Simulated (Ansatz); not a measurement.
Input:

```
CdTe
1.0
    0.00000     3.66695     2.37292
    3.66695     0.00000     2.37292
    3.66695     3.66695     0.00000
Te Cd
1 1
Direct
  0.75000   0.75000   0.75000
  0.00000   0.00000   0.00000
```

No spin polarisation.

All numbers come from Ansatz (an electronic-structure program) r2SCAN, no SOC. k-mesh 9×9×9 (Γ-centred); smearing 0.05 eV (Fermi–Dirac).

Q: Predict the band gap, electron mass and gap character.

A: The band gap comes out as 0.29 eV and the electron mass comes out as 1.1 mₑ along k, 0.26 mₑ across (off the special points). The gap character is indirect, Γ → Γ–Z (94 % along).

Spin-orbit coupling, missing from the scalar runs, can matter with Te. Load acts through the strain it causes; cell and atoms are relaxed under it. Masses are band curvatures over ±0.01 Å⁻¹ around the edge. Along k means along the line from Γ to the band edge. Stability under load was not tested beyond the relaxation. The cell was made from CdTe in the zinc blende structure (space group F-43m, No. 216) by this change: uniaxial stress, 3 GPa compression along z. Under uniaxial stress, 3 GPa compression along z the cell changed shape so far that it is another structure. The zero or small gap of CdTe under uniaxial stress, 3 GPa compression along z can change with the level of theory.
